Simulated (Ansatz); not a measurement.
Converging the plane-wave cutoff: Ta₂H (P2, 3 atoms in the cell)

```yaml
crystal:
  lattice:
    - [1.72910, -2.38333, 0.00000]
    - [1.72910, 2.38333, 0.00000]
    - [0.00000, 0.00000, 4.78236]
  atoms:
    - { symbol: Ta, position: [0.00000, 0.50000, 0.27503] }
    - { symbol: Ta, position: [0.50000, 0.00000, 0.73543] }
    - { symbol: H, position: [0.00000, 0.00000, 0.00000] }
```

Method: LDA (PW92), default PAW files made with PBE (plane waves; Ansatz, a quantum-chemistry and plane-wave program).

Base settings: basis.ecutwfc = 30.9 Ry; kpoints.mp_grid.grid = 8 8 5; hamiltonian.xc = lda; hamiltonian.pseudopotentials = {kind: paw} (the program's default PAW files); scf.occupations.method = fermi_dirac; scf.occupations.width = 0.0073 Ry.

The second cell is the first with its lattice scaled by 0.98.

The mesh stays at the base's, so the ladder's end is converged at best in this setting alone.

The first pressure column holds Ansatz's estimate of the finite-basis (Pulay) stress, which hides part of the cutoff error; the other is without it.

Only quantities that move along the ladder and can be compared are tabulated.

The count of work is k-points × plane waves × bands × iterations; it is no time. 

The starting cell comes from a database of computed structures (which also holds hypothetical and non-ambient phases and stackings), without a prior relaxation at this level. Its lattice was rescaled by up to half a per cent. One atom was moved a little off its site on purpose. Spin polarisation is off. In the base run, with a pressure of about -11 GPa the cell is away from its equilibrium volume at this level.

```tsv
basis.ecutwfc	free energy less the last step's (meV/atom)	energy of the compressed cell less the first (meV/atom)	pressure (GPa)	pressure without the Pulay estimate (GPa)	largest difference of a force vector from the last step's (eV/Å)	count of work / last
10.7 Ry	6909.39	-122.56	-24.07	-296.82	1.546	0.054
12.5 Ry	2867.66	-5.32	-10.60	-159.15	0.667	0.065
14 Ry	1305.21	-12.72	-10.83	-91.53	0.076	0.087
15.4 Ry	599.89	-23.85	-10.74	-53.91	0.048	0.096
16.9 Ry	246.21	-22.27	-10.84	-31.03	0.061	0.092
18.4 Ry	100.88	-24.24	-10.89	-19.77	0.029	0.11
21.7 Ry	18.83	-23.92	-10.84	-12.15	0.001	0.16
24.6 Ry	7.64	-23.98	-10.87	-11.27	0.001	0.19
27.9 Ry	3.12	-24.14	-10.90	-11.11	0.001	0.23
30.9 Ry	1.33	-24.18	-10.91	-11.00	0.001	0.27
33.8 Ry	0.72	-24.21	-10.92	-10.95	0.000	0.30
37.1 Ry	0.48	-24.22	-10.92	-10.93	0.000	0.36
41.5 Ry	0.28	-24.22	-10.92	-10.93	0.000	0.42
46.3 Ry	0.17	-24.22	-10.92	-10.92	0.000	0.49
54 Ry	0.08	-24.23	-10.92	-10.93	0.000	0.64
61.7 Ry	0.03	-24.24	-10.92	-10.92	0.000	0.75
74.2 Ry	0.00	-24.24	-10.92	-10.92	0.000	1.0
```

Coarsest basis.ecutwfc that holds the pressure without the Pulay estimate within 0.1 GPa of the last step, with all finer ones: 30.9 Ry, at 0.27 of the last step's count of work; the step before is off by 0.18 GPa.

Coarsest basis.ecutwfc that holds the energy of the compressed cell less the first within 0.2 meV/atom of the last step, with all finer ones: 27.9 Ry, at 0.23 of the last step's count of work; the step before is off by 0.26 meV/atom.

Coarsest basis.ecutwfc that holds the forces within 0.02 eV/Å of the last step, with all finer ones: 21.7 Ry, at 0.16 of the last step's count of work; the step before is off by 0.029 eV/Å.

The energy difference between the two cells stays within 1 meV/atom of the last step's from 18.4 Ry on, the total only from 33.8 Ry on: much of the error is common to both cells and cancels.

At the lowest cutoff the pressure without the Pulay estimate lies 286 GPa under the last step's, the usual sign of Pulay stress in an incomplete plane-wave basis.

Keys are those of Ansatz 0.2.
